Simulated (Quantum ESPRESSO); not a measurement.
Input and output of a self-consistent single point for WSe2 (P6_3/mmc, 6 atoms in the cell) (Quantum ESPRESSO).

Method: LDA (PZ), GBRV 1.5 ultrasoft (LDA) pseudopotentials (plane waves; Quantum ESPRESSO).

```
WSe2
1.0
    3.31661     0.00000     0.00000
   -1.65830     2.87227     0.00000
    0.00000     0.00000    13.72345
W Se
2 4
Direct
  0.66667   0.33333   0.75000
  0.33333   0.66667   0.25000
  0.33333   0.66667   0.87100
  0.66667   0.33333   0.12900
  0.66667   0.33333   0.37100
  0.33333   0.66667   0.62900
```

Reference input (self-consistent single point, DFT, LDA (PZ), plane waves, GBRV 1.5 ultrasoft (LDA) pseudopotentials): ecutwfc = 40 Ry; ecutrho = 320 Ry; occupations = fixed; potentials = {W: w_lda_v1.2.uspp.F.UPF, Se: se_lda_v1.uspp.F.UPF}; K_POINTS = automatic 9 9 2 0 0 0; nbnd = 28; conv_thr = 1e-11 Ry. This run's input differs from it in these lines:

```diff
@@ -12,4 +12,4 @@
   ntyp = 2,
-  ecutwfc = 40,
-  ecutrho = 320,
+  ecutwfc = 16,
+  ecutrho = 128,
   occupations = 'fixed',
```

Output (repeated stretches shortened):

```
     Self-consistent Calculation

     iteration #  1     ecut=    16.00 Ry     beta= 0.70

     Threshold (ethr) on eigenvalues was too large:
     Diagonalizing with lowered threshold

     negative rho (up, down):  1.278E-01 0.000E+00

     total energy              =    -490.19147344 Ry
     estimated scf accuracy    <       0.33912595 Ry

     iteration #  2     ecut=    16.00 Ry     beta= 0.70

     negative rho (up, down):  1.316E-01 0.000E+00

     total energy              =    -490.19705848 Ry
     estimated scf accuracy    <       0.27547901 Ry

     iteration #  3     ecut=    16.00 Ry     beta= 0.70

     negative rho (up, down):  1.333E-01 0.000E+00

     total energy              =    -490.24986601 Ry
     estimated scf accuracy    <       0.25848137 Ry

   [... 9 blocks of this kind left out ...]

     iteration # 13     ecut=    16.00 Ry     beta= 0.70

     negative rho (up, down):  1.352E-01 0.000E+00

     total energy              =    -490.28880127 Ry
     estimated scf accuracy    <          6.0E-11 Ry

     iteration # 14     ecut=    16.00 Ry     beta= 0.70

     negative rho (up, down):  1.352E-01 0.000E+00
     End of self-consistent calculation

     highest occupied, lowest unoccupied level (ev):     9.7421   10.8602

!    total energy              =    -490.28880127 Ry
     estimated scf accuracy    <          4.9E-12 Ry

     convergence has been achieved in  14 iterations

     negative rho (up, down):  1.352E-01 0.000E+00

     Forces acting on atoms (cartesian axes, Ry/au):

     atom    1 type  1   force =     0.00000000   -0.00000000    0.00000000
     atom    2 type  1   force =    -0.00000000   -0.00000000    0.00000000
     atom    3 type  2   force =     0.00000000   -0.00000000   -0.01734851
     atom    4 type  2   force =     0.00000000    0.00000000    0.01734851
     atom    5 type  2   force =     0.00000000    0.00000000   -0.01734851
     atom    6 type  2   force =    -0.00000000   -0.00000000    0.01734851

     Total force =     0.034697     Total SCF correction =     0.000005

     negative rho (up, down):  1.352E-01 0.000E+00
          total   stress  (Ry/bohr**3)                   (kbar)     P=     -850.32
  -0.00580636   0.00000000   0.00000000         -854.15        0.00        0.00
   0.00000000  -0.00580636   0.00000000            0.00     -854.15        0.00
   0.00000000   0.00000000  -0.00572845            0.00        0.00     -842.68

   JOB DONE.
```

The run converged in 14 iterations. Against the reference run the free energy rises by 2.68 eV/atom, the pressure goes from -5.66 to -85.03 GPa, the largest force goes from 0.232 to 0.446 eV/Å and the gap on the mesh goes from 1.240 to 1.118 eV. The full log also holds: “c_bands:  2 eigenvalues not converged”.

The starting cell comes from a database of computed structures (which also holds hypothetical and non-ambient phases and stackings), without a prior relaxation at this level. Its lattice was rescaled by a random factor within 2.5 % of one. Spin-orbit coupling is off. At the lowered cutoff the pressure carries the error of an incomplete plane-wave basis.
